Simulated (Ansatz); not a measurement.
Pt: response to strain

Take Pt in the fcc (Cu type) structure (space group Fm-3m, No. 225; relaxed with 0.1 eV smearing) as the base.

```
CELL_PARAMETERS angstrom
      0.00000     1.94769     1.94769
      1.94769     0.00000     1.94769
      1.94769     1.94769     0.00000
ATOMIC_POSITIONS crystal
  Pt 0.00000 0.00000 0.00000
```

Cartesian axes are those of the cell as printed.

Strains are applied to the cell and any free atomic positions relax; under biaxial strain the out-of-plane vector relaxes too.

The values are results of LDA (Ansatz, an electronic-structure program), spin-orbit coupling left out, not measurements.

Notes on the quantities. pressure: mean of the normal stresses, compression positive.

| change | ratio −ε⊥/ε∥ | pressure |
|---|---|---|
| base | – | 0.0 GPa |
| biaxial strain −1.67 %, plane normal [111], relaxed out of plane | 1.19 | 4.9 GPa |
| biaxial strain −1.25 %, plane normal [111], relaxed out of plane | 1.18 | 3.6 GPa |
| biaxial strain −0.83 %, plane normal [111], relaxed out of plane | 1.17 | 2.3 GPa |
| biaxial strain −0.42 %, plane normal [111], relaxed out of plane | – | 1.1 GPa |
| biaxial strain +0.42 %, plane normal [111], relaxed out of plane | – | -1.1 GPa |
| biaxial strain +1.25 %, plane normal [111], relaxed out of plane | 1.11 | -3.0 GPa |
| biaxial strain +1.67 %, plane normal [111], relaxed out of plane | 1.10 | -3.9 GPa |
| biaxial strain +2.08 %, plane normal [111], relaxed out of plane | 1.09 | -4.8 GPa |
| biaxial strain +2.50 %, plane normal [111], relaxed out of plane | 1.08 | -5.6 GPa |

Whether these cells are dynamically stable was not tested. All final runs are without spin polarisation. Pt lies near a magnetic instability that expansion can trigger; it was not tested.
